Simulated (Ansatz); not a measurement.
**SnO, response to strain**

The parent structure is SnO (space group P4/nmm, No. 129; a = 3.837 Å, c = 4.759 Å; layered, stacked along the Cartesian z axis).

Strains are applied to the cell and any free atomic positions relax.

Computed with DFT with PBE-D3(BJ), PAW potentials and a 420 eV plane-wave cutoff in Ansatz (a quantum-chemistry and plane-wave program), scalar-relativistic without spin-orbit coupling.

Computed cases, in order: the unstrained base; isotropic strain +0.60 %; isotropic strain +1.20 %; isotropic strain +1.80 %; isotropic strain +3.00 %.

Task: Between which two neighbouring cases does the band gap open or close?

Result: Between the unstrained base (zero) and isotropic strain +0.60 % (0.13 eV). The whole series: the unstrained base: zero; isotropic strain +0.60 %: 0.13 eV; isotropic strain +1.20 %: 0.27 eV; isotropic strain +1.80 %: 0.41 eV; isotropic strain +3.00 %: 0.66 eV.

Whether these cells are dynamically stable was not tested. All final runs are without spin polarisation. The zero or small gap of SnO can change with the level of theory.
